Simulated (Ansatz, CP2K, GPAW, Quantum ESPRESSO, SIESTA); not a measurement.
## One structure in several programs: ZrTiNi2 (P1, 4 atoms in the cell)

Self-consistent single point, at a second geometry (atoms moved at random). First geometry:

```xyz
4
Lattice="4.1003 0.0000 0.0000 0.0000 1.5635 4.8671 0.0000 -1.5635 4.8671" Properties=species:S:1:pos:R:3 pbc="T T T"
Zr     2.0502     0.0000     1.4057
Ti     0.0000     0.0000     8.3911
Ni     0.0000     0.0000     5.6370
Ni     2.0502     0.0000     4.0345
```

Second geometry:
```yaml
crystal:
  lattice:
    - [4.10030, 0.00000, 0.00000]
    - [0.00000, 1.56349, 4.86712]
    - [0.00000, -1.56349, 4.86712]
  atoms:
    - { symbol: Zr, position: [0.49076, 0.13919, 0.15100] }
    - { symbol: Ti, position: [0.00403, 0.86670, 0.85333] }
    - { symbol: Ni, position: [0.99894, 0.58646, 0.57415] }
    - { symbol: Ni, position: [0.50626, 0.40764, 0.42151] }
```

Shared settings, as Ansatz (a quantum-chemistry and plane-wave program) writes them: kpoints.mp_grid.grid = 6 8 8; scf.occupations.method = gaussian; scf.occupations.width = 0.1 eV. Potentials and cutoffs stand in the table.

```csv
code,model,ΔF from the first geometry (meV/atom),pressure (GPa),largest force (eV/Å),cutoff
Ansatz,"PBEsol, PAW files made with PBE",5.1,-8.01,0.398,default
SIESTA,"GGA PBEsol, numerical atomic orbitals TZP, PseudoDojo PBEsol standard norm-conserving potentials (rewritten from UPF to PSML)",5.1,-11.94,0.369,grid 400 Ry
Quantum ESPRESSO,"PBEsol, SSSP 1.1.2 efficiency (PBE) pseudopotentials",5.1,-8.10,0.398,50 Ry
GPAW,"PBEsol, GPAW PAW datasets PBEsol (made by gpaw-setup)",5.0,-7.62,0.406,850 eV
CP2K,"PBEsol, GPW, DZVP-MOLOPT-SR-GTH basis, GTH-PBE potentials (GTH_POTENTIALS)",4.9,-7.84,0.405,grid 600 Ry
```

Size of the force on each atom (eV/Å): Sizes of forces hide their directions.

```csv
code,Zr1,Ti2,Ni3,Ni4
Ansatz,0.398,0.381,0.213,0.167
SIESTA,0.308,0.369,0.313,0.146
Quantum ESPRESSO,0.398,0.381,0.212,0.167
GPAW,0.406,0.365,0.198,0.169
CP2K,0.405,0.380,0.196,0.148
```

On Ansatz's run: spin polarisation is off.

The spread over the programs that give each value: ΔF from the first geometry within 0.2 meV/atom; pressure within 4.32 GPa; largest force within 0.037 eV/Å.

SIESTA and CP2K use small atom-centred bases, whose incompleteness enters pressures, forces and empty levels differently from a plane-wave cutoff. Ansatz's pressure is given at a fixed set of plane waves, as the other plane-wave codes print theirs; with its correction for the finite basis it is -7.97 GPa. In the pressure, SIESTA (by 3.94) lies more than 1 GPa from the median of the plane-wave programs. In the force vectors, SIESTA (by 0.180) lies more than 0.08 eV/Å from the median of the plane-wave programs.

The starting cell comes from a database of computed structures (which also holds hypothetical and non-ambient phases and stackings), without a prior relaxation at this level. Its lattice was rescaled by a random factor within 2.5 % of one. For this run, on top of that: atoms moved at random.

Keys are those of Ansatz 0.2.
